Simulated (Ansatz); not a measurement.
NH3 on the (0001) surface of wurtzite GaN (2x2 Ga adatom at T4; a constructed slab, bottom: 3 H on 4 bottom sites), one in a cell of 36 Å²: adsorption energies (eV for each) against NH3(g) in Ansatz (plane waves, PAW). Structures relaxed with PBE; the other functionals are single points on them, with slab and gas at the same level. No dispersion, zero-point or thermal terms. Rows are starts at which the adsorbate stayed; left out, since it moved away, changed or didn't bind there, or the run didn't converge: hollow Ga-Ga-Ga; over Ga at depth 1.7 Å; over Ga at depth 1.7 Å #2.

Host crystal: wurtzite GaN, with a band gap (PBE, scalar-relativistic without spin-orbit coupling).

Set-up: 48 atoms, 13.9 Å thick at the start with caps and adatoms under the adsorbate (thin: gaps and levels are the slab's own); mesh 4x4x1; 0.01 eV smearing; dipole correction on; 23 atoms held, the rest relaxed; each run with such symmetry as its start has; no spin, no spin-orbit, no U, no dispersion correction.

```
site                                      PBE   RPBE  r2SCAN
--------------------------------------  -----  -----  ------
top Ga                                  -0.43  -0.29   -0.54
hollow Ga-Ga-Ga over Ga at depth 2.1 Å  -1.38  -1.03   -1.65
```

RPBE moves the energies by 0.24 eV on average against PBE and puts 'hollow Ga-Ga-Ga over Ga at depth 2.1 Å' lowest, as PBE does. r2SCAN moves the energies by -0.19 eV on average against PBE and puts 'hollow Ga-Ga-Ga over Ga at depth 2.1 Å' lowest, as PBE does.

Ansatz is an electronic-structure program.
